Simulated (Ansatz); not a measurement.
**Cu3Ge, response to strain**

Consider Cu₃Ge (space group Pmmn, No. 59; a = 4.1529 Å, b = 5.2067 Å, c = 4.5208 Å; a cell from a computed database, its experimental status unchecked). Axes: x, y, z lie along a, b, c of the conventional cell.

Strains are applied to the cell and any free atomic positions relax; under biaxial strain the out-of-plane vector relaxes too.

Level of theory: PBEsol/PAW in Ansatz (an electronic-structure program), without spin-orbit coupling.

Notes on the quantities. pressure: mean of the normal stresses, compression positive.

| case | volume per atom | pressure |
|---|---|---|
| base | 12.22 Å³ | 0.0 GPa |
| biaxial strain −2.56 %, plane normal [001], relaxed out of plane | 11.94 Å³ | 4.2 GPa |
| isotropic strain −2.36 % | 11.37 Å³ | 12.7 GPa |
| uniaxial strain ε_yy = −0.24 % | 12.19 Å³ | 0.4 GPa |

Without a gap, meshes like the base's 11×9×10 leave anisotropic stresses uncertain by several tenths of a GPa, and small strain energies with them. No phonon test of stability was made. The final runs are not spin-polarised.
